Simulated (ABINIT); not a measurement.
Band structure of BeS (F-43m, 2 atoms in the cell).

```
BeS
1.0
    0.00000     2.39594     2.39594
    2.39594     0.00000     2.39594
    2.39594     2.39594     0.00000
Be S
1 1
Direct
  0.00000   0.00000   0.00000
  0.75000   0.75000   0.75000
```

Computed with PBE, PAW (JTH v2.0 PBE PAW) (plane waves; ABINIT 10.0.3).

Settings: pseudos = [Be.GGA_PBE-JTH.xml, S.GGA_PBE-JTH.xml]; ecut = 21 Ha; pawecutdg = 42 Ha; pawxcdev = 0; ixc = 11; occopt = 1; ngkpt = 8 8 8; nshiftk = 1; shiftk = 0 0 0; potentials = JTH v2.0 PBE PAW; kptopt = 1; nstep = 50; tolvrs1 = 1e-10.

The starting cell comes from a database of computed structures (which also holds hypothetical and non-ambient phases and stackings), without a prior relaxation at this level. Its lattice was rescaled by a random factor within 2.5 % of one.

### Question
Predict the gap along the standard path and the places of the band edges.

### Answer
The gap along the path is 3.02 eV, from Γ to X; the smallest direct gap on it is 5.63 eV.

Levels in eV from the top of the valence band on the SCF mesh, bands 2 to 9:
```tsv
point	2	3	4	5	6	7	8	9
Γ	-13.94	0.00	0.00	0.00	5.63	5.63	5.63	6.18
X	-11.65	-5.20	-2.77	-2.77	3.02	4.87	13.02	13.02
W	-11.59	-4.39	-4.06	-3.52	6.49	8.05	8.56	9.01
K	-11.66	-4.72	-4.30	-2.30	4.31	7.54	10.69	11.57
L	-12.23	-6.02	-1.08	-1.08	5.59	6.53	6.53	11.39
U	-11.66	-4.72	-4.30	-2.30	4.31	7.54	10.69	11.57
```
